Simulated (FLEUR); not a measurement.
FLEUR run on SnTe (Fm-3m, 2 atoms in the cell): self-consistent single point.

Level of theory: FLEUR with PBE, all-electron FLAPW (FLEUR), scalar-relativistic valence with spin-orbit coupling in second variation.

```xyz
2
Lattice="0.0000 3.1240 3.1240 3.1240 0.0000 3.1240 3.1240 3.1240 0.0000" Properties=species:S:1:pos:R:3 pbc="T T T"
Sn     0.0000     0.0000     0.0000
Te     3.1240     3.1240     3.1240
```

Reference input (self-consistent single point, DFT, PBE, all-electron FLAPW (FLEUR), scalar-relativistic valence): Kmax = 3.8 1/bohr; GmaxXC = 15.2 1/bohr; xcFunctional = pbe; jspins = 1; l_soc = F; mode = gauss; fermiSmearingEnergy = 0.00499791 Htr; mesh (inpgen div1-3) = 6 6 6; inpgen gamma flag = true; Gmax = 15.2 1/bohr; numbands = 0; maxIterBroyd = 40. This run's input differs from it in these lines:

```diff
@@ -15,2 +15,3 @@
 &kpt div1=6 div2=6 div3=6 gamma=t /
+&soc 0.0 0.0 /
 &end /
@@ -28,5 +29,5 @@
       <magnetism jspins="1"/>
-      <soc l_soc="F" theta="0.0" phi="0.0" spav="F"/>
+      <soc l_soc="T" theta="0.0" phi="0.0" spav="F"/>
       <expertModes spex="0" secvar="F"/>
-      <geometryOptimization l_f="T" forcealpha="1.0" forcemix="BFGS" epsdisp="0.00001" epsforce="0.00001"/>
+      <geometryOptimization l_f="F" forcealpha="1.0" forcemix="BFGS" epsdisp="0.00001" epsforce="0.00001"/>
       <ldaU l_linMix="F" mixParam="0.05" spinf="1.0"/>
```

Log, with long lists cut:

```
 Iteration:     1   Distance:       3.01265397 me/bohr^3
 Iteration:     2   Distance:       2.80202991 me/bohr^3
 Iteration:     3   Distance:       1.39293659 me/bohr^3
 Iteration:     4   Distance:       0.47274211 me/bohr^3
 Iteration:     5   Distance:       0.38893307 me/bohr^3
   [... 5 lines left out ...]
 Iteration:    11   Distance:       0.00026657 me/bohr^3
 Iteration:    12   Distance:       0.00002763 me/bohr^3
 Iteration:    13   Distance:       0.00002827 me/bohr^3
 Iteration:    14   Distance:       0.00000246 me/bohr^3
 Run finished successfully
 Stop message:
   all done

[file out, last iteration]
             iter=     14
[...]
          total density-effective poten   -2.1549802834E+04
          total charge density-energy d   -3.4156482554E+02
 Updated energy parameters for spin:           1
[...]
 fermi energy and band-weighting factors:
   [... 9 lines left out ...]

[...]
FERMIE:
          first approx. to ef    (T=0)  :   0.271141 htr   (energy of the highest occ. eigenvalue)
          number of occ. states  (T=0)  :       1080
          first approx. to seigv (T=0)  : -30.925718 htr
          sum of weights of occ. states :  30.000000
          sum of semicore charge        :   0.000000 e
          fermi energy=   0.27704 har   work function=  -7.53853 ev
          number of valence electrons=  60.00000
   [... lines left out ...]
          total moment                 =     0.00000
 Direct bandgap for spin            1 :    1.1991156795498670E-002  Htr
   [... lines left out ...]
     l-like charge
     atom     s        p        d        f        total
 -->  1    1.37384  0.79317  9.99826  0.01662   12.18496
 -->  2    1.59726  2.55440 10.04631  0.01079   14.21063
          total charge for spin  1=   30.000000
          interst. charge =       3.604411
          mt charge=             12.184958   14.210631
          total charge  =   30.000000
               n    l     j    energy       weight
   [... 8 lines left out ...]
```

The run converged in 14 iterations. 

The starting cell comes from a database of computed structures (which also holds hypothetical and non-ambient phases and stackings), without a prior relaxation at this level. Its lattice was rescaled by a random factor within 2.5 % of one. Values depend on the basis (sphere radii, cutoffs, local orbitals), which need not be converged.

Cost on one core of a shared machine: roughly 2 min.
